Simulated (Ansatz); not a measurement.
The reference is HfN in the rock salt structure (space group Fm-3m, No. 225; a = 4.526 Å). Axes: x, y, z lie along the cube axes.

Level of theory: DFT with r2SCAN, PAW potentials and a 500 eV plane-wave cutoff in Ansatz (a quantum-chemistry and plane-wave program), spin-orbit coupling left out, earlier PAW set.

Before the change:

The shortest interatomic distance is 2.263 Å and the band gap is zero.

Perturbation: a free-standing slab of 6 layers (12 atoms, 2 a layer) is cut normal to the z axis, with 15 Å of vacuum and the in-plane cell held at bulk.

Problem. How does this affect the shortest interatomic distance, excess energy per area of both faces, change of the spacing d23 from its bulk value of 2.263 Å, change of the spacing d12 from its bulk value of 2.263 Å and band gap?

Solution. The shortest interatomic distance drops by 0.156 Å to 2.107 Å; the excess energy per area of both faces (slab less bulk energy over the cell's area: twice a surface energy) amounts to 3.2 J/m² (uncertain by up to 0.2 J/m²); the change of the spacing d23 from its bulk value of 2.263 Å amounts to +0.2 %; the change of the spacing d12 from its bulk value of 2.263 Å is -1.2 %; the band gap is still zero.

The excess energy carries the mismatch between the slab's and the bulk's meshes. Stability against distortions was not tested. All final runs are without spin polarisation. An odd electron count without spin: HfN.
